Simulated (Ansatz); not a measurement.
WO3 (P6/mmm, No. 191, 12 atoms in the cell; start mp-545665; a measured phase of this formula has another space group), treated with PBE0 (plane waves, PAW; Ansatz, a program for electronic structure).

Settings: plane-wave cutoff 460 eV, 6×6×6 k mesh, Fermi–Dirac smearing 0.01 eV, no spin polarisation, scalar-relativistic PAW data made under PBE.

Cell (relaxed with PBEsol):

```yaml
crystal:
  lattice:
    - [7.38978, 0.00000, 0.00000]
    - [-3.69489, 6.39974, 0.00000]
    - [0.00000, 0.00000, 3.79984]
  atoms:
    - { symbol: W, position: [0.50000, 0.50000, 0.00000] }
    - { symbol: W, position: [0.00000, 0.50000, 0.00000] }
    - { symbol: W, position: [0.50000, 0.00000, 0.00000] }
    - { symbol: O, position: [0.21455, 0.42911, 0.00000] }
    - { symbol: O, position: [0.78545, 0.57089, 0.00000] }
    - { symbol: O, position: [0.78545, 0.21455, 0.00000] }
    - { symbol: O, position: [0.21455, 0.78545, 0.00000] }
    - { symbol: O, position: [0.57089, 0.78545, 0.00000] }
    - { symbol: O, position: [0.42911, 0.21455, 0.00000] }
    - { symbol: O, position: [0.00000, 0.50000, 0.50000] }
    - { symbol: O, position: [0.50000, 0.00000, 0.50000] }
    - { symbol: O, position: [0.50000, 0.50000, 0.50000] }
```

### Question
What does this level give for the band gap, smallest direct gap on the k points sampled and Γ–Γ gap?

### Answer

- band gap: 2.48 eV (on the SCF k mesh)
- smallest direct gap on the k points sampled: 3.24 eV
- Γ–Γ gap: 3.52 eV

Note: cell and atoms aren't relaxed at this level (pressure -3.0 GPa).

Spin–orbit coupling is not included.

The computed numbers hold no vibrational or temperature effects.

The result took very roughly 7 core-minutes.

A start named mp-… is a Materials Project structure, which need not be a measured phase.
